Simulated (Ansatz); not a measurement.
Start from BP in the zinc blende structure (space group F-43m, No. 216; a = 4.491 Å). Axes: x, y, z lie along the cube axes.

One thing is altered: biaxial strain +1.50 %, plane normal [001], relaxed out of plane (Cartesian); in-plane vectors clamped, the third vector and the atoms free.

Level of theory: Kohn–Sham DFT with the LDA functional, run in Ansatz (a first-principles code) with PAW and 420 eV plane waves, no spin-orbit coupling.

Q: Give the band edges at the high-symmetry points of the new zone, measured from its valence-band maximum.

A: 
```tsv
point	valence edge (eV)	conduction edge (eV)
Γ	0.00	3.17
X	-4.18	1.23
P	-5.71	5.31
N	-1.76	3.61
M	-4.43	0.98
S	-3.87	1.69
S₀	-3.87	1.69
R	-5.67	4.89
G	-5.67	4.89
```

The gap is 0.85 eV, indirect, Γ → Γ–M (79 % along).

Stability against distortions was not tested. Labels are those of the standard path for the cell's own space group.
